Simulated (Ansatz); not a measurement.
The starting structures come from a database of crystals and need not be the phases stable at ambient conditions.

Tunnelling through a barrier is set by its complex band structure: the current falls as exp(−2κd) with the smallest κ.

```xyz
6
Lattice="5.9561 0.0000 0.0000 2.9780 9.4358 -0.1361 2.9780 -0.8989 2.8391" Properties=species:S:1:pos:R:3 pbc="T T T"
Pb     4.4671     7.5832     0.8392
Pb     4.4671     0.9537     1.8638
I      7.4451     6.0891     0.3661
I      7.4451     2.4478     2.3369
F      0.0000     0.0000     0.0000
F      2.9780     0.0000     0.0000
```

Space group of this cell: P4/nmm. The cell was relaxed by PBE-D3(BJ).

Transport runs along the normal of the first two printed cell vectors, the (111) plane of the conventional cell.

The gap is the functional's own. No spin-orbit coupling. Mid-gap values are interpolated on the energy grid.

### Question
State the band gap and the smallest decay constant κ at mid-gap according to r2SCAN in Ansatz (a program for electronic structure).

### Answer
Gap 2.21 eV on a 10×10×10 mesh; κ = 0.248 1/Å, at (0.000, 0.250) of the in-plane reciprocal vectors. At the zone centre, at the nearest computed energy, the slowest state has κ = 0.28 1/Å.
